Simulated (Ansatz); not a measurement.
Terminations of the (100) surface of fcc Cu, measured from the surface 'clean 1x1'. Atoms come from or go to: Cu: fcc Cu, Ga: alpha gallium, In: tetragonal indium, Pb: fcc Pb, Pd: fcc Pd, Pt: fcc Pt, Sb: rhombohedral Sb, Sn: beta tin, Y: hcp Y. ΔE is the energy of forming the row's surface from that one (negative: more stable at these reservoirs); the vacuum level's shift is aligned on the shared bottom. No zero-point or thermal terms. These are constructed structures in small cells; real faces may alloy, dewet or reconstruct in larger ones, and not all known structures of the face are among them. Slabs of about 9 Å with all that they carry, Fermi-Dirac smearing of 0.1 eV. Bottom of the slabs: a bare face, its two planes held. Relaxed from the named starts with such symmetry as they have, on meshes of like density; energies extrapolated to zero smearing; no spin-orbit coupling, no U. Spin-polarised runs, if any, are marked in brackets, and their order is one that fits the cell; the others ran without spin. A dash marks a value that is undefined for that row (no clear gap, or no work function of a gapped slab) or was not read reliably on its mesh.

Level of theory: PBE (plane waves to 420 eV, PAW; Ansatz, a first-principles code).

```json
[
 {"surface": "c(2x2) layer of Pb, one a cell, on the site that continues the host's stacking", "atoms added per 1x1": "+0.5 Pb", "ΔE per 1x1 (eV)": "-0.28", "shift of the vacuum level (eV)": "-0.55", "work function (eV)": "4.00"},
 {"surface": "a layer of Ga in place of the third plane", "atoms added per 1x1": "-1 Cu, +1 Ga", "ΔE per 1x1 (eV)": "0.05", "shift of the vacuum level (eV)": "0.03", "work function (eV)": "4.50"},
 {"surface": "c(2x2) surface alloy, In on one Cu site of the top plane", "atoms added per 1x1": "-0.5 Cu, +0.5 In", "ΔE per 1x1 (eV)": "-0.30", "shift of the vacuum level (eV)": "-0.50", "work function (eV)": "4.04"},
 {"surface": "a pseudomorphic layer of In in the host's stacking", "atoms added per 1x1": "+1 In", "ΔE per 1x1 (eV)": "(withheld)", "shift of the vacuum level (eV)": "-0.64", "work function (eV)": "3.91"},
 {"surface": "a layer of Pd in place of the second plane", "atoms added per 1x1": "-1 Cu, +1 Pd", "ΔE per 1x1 (eV)": "-0.05", "shift of the vacuum level (eV)": "0.16", "work function (eV)": "4.69"},
 {"surface": "c(2x2) surface alloy, Sb on one Cu site of the top plane", "atoms added per 1x1": "-0.5 Cu, +0.5 Sb", "ΔE per 1x1 (eV)": "-0.33", "shift of the vacuum level (eV)": "-0.26", "work function (eV)": "4.25"},
 {"surface": "a pseudomorphic layer of Pt in the host's stacking", "atoms added per 1x1": "+1 Pt", "ΔE per 1x1 (eV)": "(withheld)", "shift of the vacuum level (eV)": "1.08", "work function (eV)": "5.62"},
 {"surface": "c(2x2) layer of Y, one a cell, on the site that continues the host's stacking", "atoms added per 1x1": "+0.5 Y", "ΔE per 1x1 (eV)": "-0.10", "shift of the vacuum level (eV)": "-1.19", "work function (eV)": "3.34"},
 {"surface": "c(2x2), one Cu adatom", "atoms added per 1x1": "+0.5 Cu", "ΔE per 1x1 (eV)": "0.28", "shift of the vacuum level (eV)": "-0.60", "work function (eV)": "3.95"},
 {"surface": "p(2x2), one Cu site of the top plane empty", "atoms added per 1x1": "-0.25 Cu", "ΔE per 1x1 (eV)": "0.11", "shift of the vacuum level (eV)": "-0.18", "work function (eV)": "4.35"},
 {"surface": "c(2x2) layer of Sn, one a cell, on the site that continues the host's stacking", "atoms added per 1x1": "+0.5 Sn", "ΔE per 1x1 (eV)": "(withheld)", "shift of the vacuum level (eV)": "-0.11", "work function (eV)": "4.43"},
 {"surface": "a pseudomorphic layer of Sn in the host's stacking", "atoms added per 1x1": "+1 Sn", "ΔE per 1x1 (eV)": "0.82", "shift of the vacuum level (eV)": "-0.84", "work function (eV)": "3.72"}
]
```

Q: Fill in the missing entries.

A: 
- a pseudomorphic layer of In in the host's stacking, ΔE per 1x1 (eV): 0.66
- a pseudomorphic layer of Pt in the host's stacking, ΔE per 1x1 (eV): 0.00
- c(2x2) layer of Sn, one a cell, on the site that continues the host's stacking, ΔE per 1x1 (eV): -0.31
